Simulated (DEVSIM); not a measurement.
Device: Schottky contact on n-type Si, at 300 K.

Layer 1 from the left is Si, thickness (μm) 18.0, Nd (cm⁻³) 2.6e16, τn (s) 0.0002, τp (s) 0.0002.

Left contact: Schottky, work function 4.7 eV, emission velocity 3.4e6 cm/s. Right contact: ohmic. Voltage is applied to the left contact. Recombination: SRH at mid-gap, radiative. Mobility is μmin + (μ − μmin)/(1 + (N/Nref)^α).

Constants are typed, rounded textbook-type inputs, not results; the design itself was drawn at random and stands for no fabricated device. Values at 300 K.

Si: gap (eV) 1.124, affinity (eV) 4.05, permittivity 11.7, Nc (cm⁻³) 2.86e19, Nv (cm⁻³) 3.1e19, μn (cm²/Vs) 1417, μp (cm²/Vs) 470, μn,min 52, μp,min 45, Nref,n 9.7e16, Nref,p 2.2e17, αn 0.68, αp 0.72, B (cm³/s) 4.7e-15.

Simulated with DEVSIM: 1D drift-diffusion, Boltzmann statistics, complete ionisation; no tunnelling, impact ionisation, image-force lowering or self-heating. Metal contacts follow the ideal Schottky-Mott rule: no Fermi-level pinning, no interface dipoles.

Dark forward current:

```csv
|V| (V),|J| (A/cm²)
0.05,0.001045
0.10,0.008240
0.15,0.05767
0.20,0.3948
0.25,2.608
0.30,14.61
0.35,53.04
0.40,120.3
0.45,205.3
0.50,299.8
0.55,400.0
0.60,503.7
0.65,610.0
0.70,717.9
0.75,827.3
0.80,937.6
0.85,1049
0.90,1161
0.95,1273
1.00,1386
1.05,1499
1.10,1613
1.15,1727
1.20,1841
1.25,1956
1.30,2070
```

Work out the local ideality factor n = ΔV / (kT/q · ln(J2/J1)) between the rows 0.15 and 0.20 V, 1.25 and 1.30 V.

kT/q = 25.85 mV. From 0.15 to 0.20 V: ln(0.3948/0.05767) = 1.924, n = 1.01, near the 1 of diffusion or emission over a barrier. From 1.25 to 1.30 V: ln(2070/1956) = 0.057, n = 34.15; the layers' resistance at their doping, Σ W/(qμN) = 0.00042 Ω cm², would take 48 mV of this step of 50 mV.

Estimate the current at 0.20 V for emission alone, J0 = q v N_band exp(−φB/kT), and read the barrier back from the simulated current.

φB = 0.650 eV, N_band = 2.86e19 cm⁻³, J0 = 0.000187 A/cm²; J = J0 (exp(qV/kT) − 1) = 0.429 A/cm². The simulation gives 0.395 A/cm²; the estimate lies 8.6 % above. Read backwards, the simulated current gives an apparent barrier of 0.652 eV. The estimate leaves out transport through the depletion region and minority injection.
